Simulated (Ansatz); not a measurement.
A computed series for SiO2: response to strain

Base system: SiO₂ (space group P3_221, No. 154; a = 4.949 Å, c = 5.441 Å). Axes: x lies along a and z along c of the hexagonal cell.

Strains are applied to the cell and any free atomic positions relax; under biaxial strain the out-of-plane vector relaxes too.

Computed with PBEsol in Ansatz (plane waves to 420 eV, PAW, scalar-relativistic without spin-orbit coupling).

Candidates:
(a) biaxial strain +0.75 %, plane normal [001], relaxed out of plane
(b) biaxial strain +1.50 %, plane normal [001], relaxed out of plane
(c) biaxial strain +2.25 %, plane normal [001], relaxed out of plane

Question: Order them by out-of-plane strain, highest first.

Answer: (a) biaxial strain +0.75 %, plane normal [001], relaxed out of plane (-0.12 %), (b) biaxial strain +1.50 %, plane normal [001], relaxed out of plane (-0.23 %), (c) biaxial strain +2.25 %, plane normal [001], relaxed out of plane (-0.31 %)

Stability against distortions was not tested.

Ansatz is a first-principles code.
